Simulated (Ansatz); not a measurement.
System: Bi2TeSe2 (R-3m, No. 166, 5 atoms in the cell; start mp-31406). Method: PBEsol (Ansatz, a quantum-chemistry and plane-wave program, PAW).

Numerical settings: plane-wave cutoff 500 eV, 12×12×12 k mesh, Fermi–Dirac smearing 0.05 eV, scalar-relativistic PAW data made under PBE.

Cell (relaxed at this level):

```cif
data_Bi6Se6Te3
_chemical_formula_sum 'Bi6 Te3 Se6'
_space_group_name_H-M_alt 'R-3m :H'
_space_group_IT_number 166
_space_group_name_Hall '-R 3 2"'
_cell_length_a 4.22066
_cell_length_b 4.22066
_cell_length_c 29.06141
_cell_angle_alpha 90.000
_cell_angle_beta 90.000
_cell_angle_gamma 120.000
loop_
_atom_site_label
_atom_site_type_symbol
_atom_site_symmetry_multiplicity
_atom_site_Wyckoff_symbol
_atom_site_fract_x
_atom_site_fract_y
_atom_site_fract_z
_atom_site_occupancy
Bi1 Bi 6 c 0.00000 0.00000 0.40564 1
Te1 Te 3 a 0.00000 0.00000 0.00000 1
Se1 Se 6 c 0.00000 0.00000 0.20891 1
```
(The calculation used a cell of 5 atoms; values per cell refer to that cell.)

Predict the band gap.


band gap: 0.51 eV (on the SCF k mesh)

Note: the relaxation could not lower the start's symmetry, so the cell can be a saddle point above a distorted one.

Spin–orbit coupling is not included; with these elements it can move the gap by several tenths of an eV or more.

Static lattice: no zero-point or thermal effects.

Cost on a shared machine: about 13 core-minutes (a rough figure).

A start named mp-… is a Materials Project structure, which need not be a measured phase.
